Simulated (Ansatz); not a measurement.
Candidate structures of WN2, relaxed level by level: WN2 (Fd-3m, No. 227, 6 atoms in the cell; start mp-1101173); WN2 (P-6m2, No. 187, 3 atoms in the cell; start mp-999549); WN2 (P6₃/mmc, No. 194, 6 atoms in the cell; start mp-1077232); WN2 (model structure, P2₁/c, No. 14, 12 atoms in the cell). Levels: PBEsol in Ansatz (plane waves, PAW).

**Question.** Rank the structures in energy at 0 K, level by level.

**Answer.** Lowest: PBEsol, WN2 (P6₃/mmc, No. 194, 6 atoms in the cell; start mp-1077232) (within 10 meV/atom of WN2 (P-6m2, No. 187, 3 atoms in the cell; start mp-999549), too close to call). Energies above the lowest of these candidates, meV/atom:

```tsv
structure	PBEsol
WN2 (P6₃/mmc, No. 194, 6 atoms in the cell; start mp-1077232)	0
WN2 (P-6m2, No. 187, 3 atoms in the cell; start mp-999549)	0
WN2 (model structure, P2₁/c, No. 14, 12 atoms in the cell)	128
WN2 (Fd-3m, No. 227, 6 atoms in the cell; start mp-1101173)	248
```

Static-lattice energies; unlike cells have unlike k meshes, which leaves some meV/atom of uncertainty, and other structures than these can lie lower.

Note: the relaxation could not lower the start's symmetry, so the cell can be a saddle point above a distorted one.

A model structure was made by putting elements into a prototype or built by hand; it is no filed structure, need not be a known phase, and can be a saddle point held by its symmetry.

A start named mp-… is a Materials Project structure, which need not be a measured phase.

Ansatz is a program for electronic structure.
